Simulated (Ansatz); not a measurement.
Density of states of WSe$_{2}$ (P6_3/mmc) above the conduction band minimum, PBEsol+D3BJ with spin-orbit coupling, rigid bands run with Ansatz (a program for electronic structure); cell volume 112.2 Å³.

```
energy from edge (eV)  10⁻³ states/eV/cell
---------------------  -------------------
0.006                                 95.2
0.031                                  210
0.056                                  288
0.081                                  354
0.106                                  415
0.131                                  475
0.156                                  532
0.181                                  589
0.206                                  648
0.231                                  706
0.256                                  766
0.281                                  829
0.319                                  931
0.344                                 1000
0.369                                 1090
0.394                                 1200
0.419                                 1300
0.444                                 1340
0.469                                 1400
0.494                                 1480
0.519                                 1620
0.544                                 1650
0.569                                 1740
0.594                                 1800
```

### Question
What effective density of states at 300 K does this give (∫ g(E) exp(−E/k_BT) dE, both spins, divided by the cell's size)?

### Answer
4.1e19 cm⁻³, a density-of-states mass of 1.38 mₑ, valleys and band degeneracy included.

Geometry: cell and atoms relaxed with PBEsol+D3(BJ).

PBEsol with a dispersion correction tends to overbind, so the cell can be several per cent short, in bad cases over ten, which usually narrows a gap: WSe2 (P6_3/mmc).
